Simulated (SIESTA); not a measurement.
## Several settings converged on LuAu (P4mm, 2 atoms in the cell)

```
CELL_PARAMETERS angstrom
      3.51413     0.00000     0.00000
      0.00000     3.51413     0.00000
      0.00000     0.00000     3.51413
ATOMIC_POSITIONS crystal
  Lu 0.50000 0.50000 0.51423
  Au 0.00000 0.00000 0.00000
```

Base method: GGA PBEsol, numerical atomic orbitals TZP, PseudoDojo PBEsol standard norm-conserving potentials (rewritten from UPF to PSML) (SIESTA 5.4.2).

Base settings: XC.functional = GGA; XC.authors = PBEsol; potentials = PseudoDojo PBEsol standard; PAO.BasisSize = TZP; PAO.EnergyShift = 0.01 Ry; MeshCutoff = 400 Ry; kgrid.MonkhorstPack = 3 3 3; OccupationFunction = FD; ElectronicTemperature = 0.1 eV; MaxSCFIterations = 150.

Core times come from one kind of shared machine, to one figure; runs under 30 s give none.

**The cutoff of the real-space grid**

The mesh stays at the base's, so the ladder's end is converged at best in this setting alone.

Only quantities that move along the ladder and can be compared are tabulated.

| MeshCutoff | free energy less the last step's (meV/atom) | pressure (GPa) | largest difference of a force vector from the last step's (eV/Å) | core time / last (rough) |
|---|---|---|---|---|
| 200 Ry (201 Ry used) | -19.50 | -5.40 | 0.019 | 0.5 |
| 220 Ry (229 Ry used) | -13.97 | -5.16 | 0.014 | 0.4 |
| 280 Ry (290 Ry used) | -7.27 | -5.65 | 0.008 | 0.5 |
| 480 Ry (516 Ry used) | -0.99 | -5.63 | 0.017 | 1 |
| 600 Ry (653 Ry used) | -0.23 | -5.72 | 0.011 | 1.0 |
| 800 Ry (806 Ry used) | 0.00 | -5.71 | 0.000 | 1 |

Coarsest MeshCutoff that holds the free energy within 0.5 meV/atom of the last step, with all finer ones: 600 Ry (653 Ry used); the step before is off by 0.99 meV/atom.

Coarsest MeshCutoff that holds the pressure within 0.5 GPa of the last step, with all finer ones: 280 Ry (290 Ry used); the step before is off by 0.55 GPa.

Coarsest MeshCutoff that holds the forces within 0.01 eV/Å: not settled: the last two steps still differ by 0.011 eV/Å, over half the tolerance, so the ladder does not show it.

**The setting basis size**

Level: DFT, GGA PBEsol, numerical atomic orbitals TZDP, PseudoDojo PBEsol standard norm-conserving potentials (rewritten from UPF to PSML).

Moved along: PAO.BasisSize.

The second cell is the first with its lattice scaled by 0.98.

The mesh stays at the base's, so the ladder's end is converged at best in this setting alone.

The sets are ordered by size and need not be nested.

Only quantities that move along the ladder and can be compared are tabulated.

```tsv
basis (functions)	energy of the compressed cell less the first (meV/atom)	pressure (GPa)	largest difference of a force vector from the last step's (eV/Å)	core time / last (rough)
SZ (27)	-88.48	-13.82	0.061	–
SZP (33)	-7.47	-4.33	0.014	–
DZ (46)	-27.71	-7.10	0.052	0.2
DZP (52)	-22.76	-6.67	0.022	0.3
TZP (71)	-19.02	-5.63	0.019	0.5
TZDP (77)	-14.32	-4.61	0.000	1
```

Coarsest basis (functions) that holds the pressure within 0.5 GPa: not settled: the last two steps still differ by 1.0 GPa, over half the tolerance, so the ladder does not show it.

Coarsest basis (functions) that holds the forces within 0.01 eV/Å: not settled: the last two steps still differ by 0.019 eV/Å, over half the tolerance, so the ladder does not show it.

Coarsest basis (functions) that holds the energy of the compressed cell less the first within 2 meV/atom: not settled: the last two steps still differ by 4.7 meV/atom, over half the tolerance, so the ladder does not show it.

On the base run: the starting cell comes from a database of computed structures (which also holds hypothetical and non-ambient phases and stackings), without a prior relaxation at this level. Its lattice was rescaled by up to half a per cent. One atom was moved a little off its site on purpose. Values carry the incompleteness of an atom-centred basis. In the base run, with a pressure of about -6 GPa the cell is away from its equilibrium volume at this level. Without a gap this mesh is coarse (it stands for a supercell whose shortest vector is 11 Å).

Left out of this page: 4 runs of the series outside the window shown, repeating another row's setting, or not comparable.
